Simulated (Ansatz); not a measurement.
Surface energy of faces of bcc Nb in PBE and in RPBE, in Ansatz (plane waves, PAW). Symmetric slabs relaxed with PBE from ideal cuts in 1x1 cells (the lowest computed cut and spin start of each face; real faces may reconstruct in larger cells); RPBE values are single points on them, with the bulk at the same level. No spin-orbit coupling, no U.

| face | PBE (J/m²) | RPBE (J/m²) |
|---|---|---|
| (100) | 2.37 | 2.21 |
| (110) | 2.08 | 1.93 |
| (111) | 2.40 | 2.25 |
| (210) | 2.26 | 2.10 |
| (211) | 2.36 | ? |
| (221) | 2.33 | 2.17 |
| (310) | 2.30 | 2.13 |
| (320) | 2.20 | 2.04 |
| (321) | 2.29 | 2.13 |

Q: Fit a straight line y = a·x + b by least squares to the 8 complete rows (x: PBE (J/m²); y: RPBE (J/m²)).

A: the means are x̄ = 2.2788 and ȳ = 2.1200; Σ(x − x̄)² = 0.072287 and Σ(x − x̄)(y − ȳ) = 0.071300, so a = 0.986 and b = ȳ − a·x̄ = -0.128. The largest residual is 0.011.

Q: What does the line predict for the withheld row, (211), and what did the calculation give?

A: the line gives 2.20; the calculation gave 2.20, a miss of 0.00, of the size of the fitted rows' scatter and rounding.

Ansatz is a first-principles code.
